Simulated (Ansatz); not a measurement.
**L1₀ (CuAu-type) FePt**

All values below come from PBEsol-D3(BJ) (plane waves, PAW; Ansatz, an electronic-structure program).

Run with plane-wave cutoff 520 eV, 20×20×16 k mesh (along the axes of the cell as run), Fermi–Dirac smearing 0.05 eV, spin-polarised with parallel moments, scalar-relativistic PAW data made under PBE.

Cell: relaxed at this level.

```yaml
volume_per_atom: 13.07 Å³/atom
bulk modulus B0: 252 GPa
equilibrium lattice constant a (two-atom tetragonal cell): 2.664 Å
lattice parameter c (two-atom tetragonal cell): 3.681 Å
band_gap: zero (no gap)
magnetic moment (largest site, within a sphere): 2.83 μB
pressure derivative B′ of the bulk modulus: 4.9
```

Measured, for comparison: bulk modulus 208 GPa (room temperature, not corrected to a static lattice; as tabulated in First-principles calculations on Fe-Pt nanoclusters of various morphologies); lattice constant a 2.727 Å (room temperature, not corrected to a static lattice, P4/mmm two-atom cell, a_fct/√2; as tabulated in Sawada et al. (2023), arXiv:2212.12065); lattice parameter c 3.726 Å (room temperature, not corrected to a static lattice, 0.1 GPa; as tabulated in Sawada et al. (2023), arXiv:2212.12065). Computed (rounded) less measured: bulk modulus +21 %, lattice constant a -2.3 %, lattice parameter c -1.2 %. A static lattice is as a rule a little smaller and stiffer than an uncorrected measurement, which narrows the difference in the lattice parameter c and would widen misses of the other sign.

Note: the bulk modulus comes from volumes at which shape and atoms were relaxed.

Moments are spin moments.

Spin–orbit coupling is not included.

Computed values are for the static lattice.

It cost very roughly 12 core-minutes of CPU time.
